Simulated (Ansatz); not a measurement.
## A computed series for Y: response to strain

Base system: Y in the hcp (Mg type) structure (space group P6_3/mmc, No. 194; a = 3.652 Å, c = 5.703 Å; relaxed with 0.1 eV smearing).

Strains are applied to the cell and any free atomic positions relax.

Computed with PBE (Ansatz, an electronic-structure program; PAW; 420 eV plane waves; no SOC), earlier PAW set.

Notes on the quantities. energy relative to the base: free energy F.

| isotropic strain (%) | energy relative to the base (meV/atom) |
|---|---|
| -5.91 | 146.4 |
| -1.4 | 7.5 |
| 0 | 0.0 |
| 4.95 | ? |
| 5.32 | 94.1 |

Task: Fit ΔE = Aε² + Bε³ (ε in %) to the rows shown and predict the withheld row.

Result: Least squares on the printed values gives A = 3.74 and B = -0.077 meV/atom (largest residual 0.0 meV/atom); this predicts 82.2 meV/atom, and the run gives 82.1 meV/atom, in agreement.

No phonon test of stability was made. All final runs are without spin polarisation.
